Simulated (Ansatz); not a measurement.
The parent structure is Cr in the bcc (W type) structure (space group Im-3m, No. 229; non-magnetic).

```yaml
crystal:
  lattice:
    - [-1.40711, 1.40711, 1.40711]
    - [1.40711, -1.40711, 1.40711]
    - [1.40711, 1.40711, -1.40711]
  atoms:
    - { symbol: Cr, position: [0.00000, 0.00000, 0.00000] }
```

The values are results of PBEsol, PAW, 420 eV (Ansatz, a quantum-chemistry and plane-wave program; spin-orbit coupling left out), not measurements.

One change was made to it. Results:

The density goes up by 2.65 g/cm³, from 7.75 g/cm³ to 10.40 g/cm³; the band gap is still zero.

**Question.** Which of these changes matches the shifts?
(A) Cr → Fe
(B) Cr → Hg
(C) Cr → Mo

**Answer.** C, Cr → Mo. For comparison, the density in the other runs: Cr → Hg gives 13.87 g/cm³; Cr → Fe gives 8.57 g/cm³.

The magnetic state is the one reached from the starting moments; the real material's order can differ, and small cells can't hold many antiferromagnetic ones. Whether these cells are dynamically stable was not tested. As relaxed here, Hg is a hypothetical phase, not in the database extracts checked. Seeded moments were not kept for the base. Spin-polarised in the final run: Fe; the other runs are not. Real Cr is antiferromagnetic at low temperature and ambient pressure, an order that this cell doesn't hold.
